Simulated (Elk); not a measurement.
## A self-consistent single point of SnAs3 (Fm-3m, 4 atoms in the cell) with Elk

Method of the run: Elk 10.2.4 with LDA (PW92), all-electron FP-LAPW, Elk's shipped species files, APW+lo basis with extra local orbitals.

Input as run:

```
tasks
  0

xctype
  3

rgkmax
  8.0

gmaxvr
  14.0

nxlo
  2

lorbcnd
  .true.

lmaxi
  3

stype
  0

swidth
  0.00367493

avec
    0.0000000000    6.5713430744    6.5713430744
    6.5713430744    0.0000000000    6.5713430744
    6.5713430744    6.5713430744    0.0000000000

sppath
  'species/'

atoms
  2   : nspecies
  'Sn.in'   : spfname
  1   : natoms; atposl, bfcmt below
  0.0000000000  0.0000000000  0.0000000000    0.0 0.0 0.0
  'As.in'   : spfname
  3   : natoms; atposl, bfcmt below
  0.2500000000  0.2500000000  0.2500000000    0.0 0.0 0.0
  0.7500000000  0.7500000000  0.7500000000    0.0 0.0 0.0
  0.5000000000  0.5000000000  0.5000000000    0.0 0.0 0.0

ngridk
  4 4 4
```

The program printed (abridged):

```
│ Elk code version 10.2.4 │

All units are atomic (Hartree, Bohr, etc.)

│ Ground-state run starting from atomic densities │

Lattice vectors :
   0.000000000       6.571343074       6.571343074
   6.571343074       0.000000000       6.571343074
   6.571343074       6.571343074       0.000000000

Unit cell volume      :    567.5346991
Brillouin zone volume :   0.4370661632

Muffin-tin inner radius fraction :   0.1000000000E-01

Nuclei treated as point charges

Species :    1 (Sn)
 parameters loaded from : Sn.in
 name : tin
 nuclear charge    :   -50.00000000
 electronic charge :    50.00000000
 atomic mass :    216395.0920
 muffin-tin radius :    2.600000000
 number of radial points in muffin-tin :    597
 atomic positions (lattice), magnetic fields (Cartesian) :
   1 :   0.00000000  0.00000000  0.00000000    0.00000000  0.00000000  0.00000000

Species :    2 (As)
 parameters loaded from : As.in
 name : arsenic
 nuclear charge    :   -33.00000000
 electronic charge :    33.00000000
 atomic mass :    136573.7219
 muffin-tin radius :    2.400000000
 number of radial points in muffin-tin :    497
 atomic positions (lattice), magnetic fields (Cartesian) :
   1 :   0.25000000  0.25000000  0.25000000    0.00000000  0.00000000  0.00000000
   2 :  -0.25000000 -0.25000000 -0.25000000    0.00000000  0.00000000  0.00000000
   3 :   0.50000000  0.50000000  0.50000000    0.00000000  0.00000000  0.00000000

Total number of atoms per unit cell :    4

Spin treatment :
 spin-unpolarised

Number of Bravais lattice symmetries :   48
Number of crystal symmetries         :   48
Crystal has inversion symmetry
Real symmetric eigensolver will be used

k-point grid :      4     4     4
k-point offset :    0.000000000       0.000000000       0.000000000
k-point set is reduced with full crystal symmetry group
Total number of k-points :        8

Muffin-tin radius times maximum |G+k| :    8.000000000
 using average radius
Maximum |G+k| for APW functions       :    3.265306122
Maximum (1/2)|G+k|²                   :    5.331112037
Maximum |G| for potential and density :    14.00000000
 potential will be trimmed for |G| > 2 gkmax
Constant for pseudocharge density :    9
Radial integration step length :    4

G-vector grid sizes :     42    42    42
Number of G-vectors :    26301

Maximum angular momentum used for
 APW functions                      :    8
 outer part of muffin-tin           :    6
 inner part of muffin-tin           :    3

Total nuclear charge    :   -149.0000000
Total core charge       :    84.00000000
Total valence charge    :    65.00000000
Total excess charge     :    0.000000000
Total electronic charge :    149.0000000

Effective Wigner radius, rₛ :   0.9688112663

Number of empty states         :   16
Total number of valence states :   49
Total number of core states    :   84

Conduction state local-orbitals added automatically
Total number of local-orbitals :  322

Exchange-correlation functional :      3     0     0
 Perdew-Wang/Ceperley-Alder, Phys. Rev. B 45, 13244 (1992)
 gradient requirement :    0
 local density approximation (LDA)

Smearing type :    0
 Gaussian
Smearing width :   0.3674930000E-02
Effective electronic temperature (K) :    1160.451112

Mixing type :    3
 Broyden mixing, J. Phys. A: Math. Gen. 17, L317 (1984)

Kohn-Sham potential initialised from atomic data

│ Self-consistent loop started │
│ Loop number : 1 │
 total energy                :     -12960.5313094
│ Loop number : 2 │
 total energy                :     -12960.4852118
RMS change in Kohn-Sham potential (target) :   0.6102727784E-01 (  0.1000000000E-05)
Absolute change in total energy (target)   :   0.4609762899E-01 (  0.1000000000E-03)
│ Loop number : 3 │
 total energy                :     -12960.3323085
RMS change in Kohn-Sham potential (target) :   0.6036620522E-01 (  0.1000000000E-05)
Absolute change in total energy (target)   :   0.1644277011     (  0.1000000000E-03)
│ Loop number : 4 │
 total energy                :     -12958.3001073
RMS change in Kohn-Sham potential (target) :   0.5067452254E-01 (  0.1000000000E-05)
Absolute change in total energy (target)   :    2.073308141     (  0.1000000000E-03)
│ Loop number : 5 │
 total energy                :     -12951.7641306
RMS change in Kohn-Sham potential (target) :   0.1875204280E-01 (  0.1000000000E-05)
Absolute change in total energy (target)   :    7.054303739     (  0.1000000000E-03)
│ Loop number : 6 │
 total energy                :     -12948.9593441
RMS change in Kohn-Sham potential (target) :   0.4924993925E-02 (  0.1000000000E-05)
Absolute change in total energy (target)   :    4.568362438     (  0.1000000000E-03)
│ Loop number : 7 │
 total energy                :     -12947.9347295
RMS change in Kohn-Sham potential (target) :   0.7223821289E-04 (  0.1000000000E-05)
Absolute change in total energy (target)   :    2.166705178     (  0.1000000000E-03)
│ Loop number : 8 │
 total energy                :     -12947.9372861
RMS change in Kohn-Sham potential (target) :   0.2902038259E-04 (  0.1000000000E-05)
Absolute change in total energy (target)   :   0.5391197322     (  0.1000000000E-03)
│ Loop number : 9 │
 total energy                :     -12947.9350934
RMS change in Kohn-Sham potential (target) :   0.2078015600E-04 (  0.1000000000E-05)
Absolute change in total energy (target)   :   0.1369726320     (  0.1000000000E-03)
│ Loop number : 10 │
 total energy                :     -12947.9354790
RMS change in Kohn-Sham potential (target) :   0.1299435716E-04 (  0.1000000000E-05)
Absolute change in total energy (target)   :   0.3385750521E-01 (  0.1000000000E-03)
│ Loop number : 11 │
 total energy                :     -12947.9345024
RMS change in Kohn-Sham potential (target) :   0.8313478398E-05 (  0.1000000000E-05)
Absolute change in total energy (target)   :   0.9441048780E-02 (  0.1000000000E-03)
│ Loop number : 12 │
 total energy                :     -12947.9343750
RMS change in Kohn-Sham potential (target) :   0.1173842106E-05 (  0.1000000000E-05)
Absolute change in total energy (target)   :   0.2487567745E-02 (  0.1000000000E-03)
│ Loop number : 13 │
 total energy                :     -12947.9344402
RMS change in Kohn-Sham potential (target) :   0.3837727807E-06 (  0.1000000000E-05)
Absolute change in total energy (target)   :   0.5567486460E-03 (  0.1000000000E-03)
│ Loop number : 14 │
 total energy                :     -12947.9345487
RMS change in Kohn-Sham potential (target) :   0.5928009318E-07 (  0.1000000000E-05)
Absolute change in total energy (target)   :   0.3064591692E-04 (  0.1000000000E-03)
Convergence targets achieved

│ Loop number : 15 │

Energies :
 Fermi                       :     0.260209425686
 sum of eigenvalues          :     -7630.64002924
 electron kinetic            :      13421.2612362
 core electron kinetic       :      12636.4602414
 Coulomb                     :     -25966.9399904
 Coulomb potential           :     -20518.8189613
 nuclear-nuclear             :     -1296.17158340
 electron-nuclear            :     -28822.7178528
 Hartree                     :      4151.94944578
 Madelung                    :     -15707.5305098
 xc potential                :     -533.082304158
 exchange                    :     -388.543298036
 correlation                 :     -13.7125120859
 total energy                :     -12947.9345644

Density of states at Fermi energy :    117.5376149
 (states/Hartree/unit cell)

Estimated indirect band gap :   0.3724176473E-02
 from k-point      7 to k-point      5
Estimated direct band gap   :   0.8385856615E-02
 at k-point      5

Charges :
 core                        :    84.00000000
 valence                     :    65.00000000
 interstitial                :    7.128395571
 muffin-tins (core leakage)
  species :    1 (Sn)
   atom    1                 :    48.07086082     (  0.6782685645E-04)
  species :    2 (As)
   atom    1                 :    31.29507252     (  0.1438307886E-03)
   atom    2                 :    31.29507252     (  0.1438307886E-03)
   atom    3                 :    31.21059856     (  0.1425020926E-03)
 total in muffin-tins        :    141.8716044
 total calculated charge     :    148.9692414
 total charge                :    149.0000000
 error                       :   0.3075855241E-01

│ Self-consistent loop stopped │
```

The run converged in 15 iterations. The count includes the last loop, which Elk runs after its targets are met.

The starting cell comes from a database of computed structures (which also holds hypothetical and non-ambient phases and stackings), without a prior relaxation at this level. Values depend on the basis (sphere radii, cutoffs, local orbitals), which need not be converged. The run gives no clean gap (levels at the Fermi energy touch, overlap or are partly filled at this smearing), which alone does not show that the compound is a metal. The log's line on a gap gives a spacing of levels on this mesh, which the program prints for metals too.
